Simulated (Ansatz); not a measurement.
A computed series for PtSe2: pressure series

Base system: PtSe2 in the CdI2 type structure (space group P-3m1, No. 164; a = 3.7724 Å, c = 4.8183 Å; layered).

Cell and atoms are relaxed at each pressure.

Calculations: PBE-D3(BJ) (Ansatz, an electronic-structure program), spin-orbit coupling left out.

Candidates:
(a) pressure −2 GPa
(b) pressure −1 GPa
(c) pressure 0.7 GPa
(d) pressure 0.3 GPa

Base values:

```
Quantity   Value
---------  -----
c/a ratio  1.277
```

Question: Order them by c/a ratio, highest first.

Answer: (a) pressure −2 GPa (1.328), (b) pressure −1 GPa (1.297), (d) pressure 0.3 GPa (1.273), (c) pressure 0.7 GPa (1.267)

Load acts through the strain it causes; cell and atoms are relaxed under it. Whether these cells are dynamically stable was not tested. All final runs are without spin polarisation.
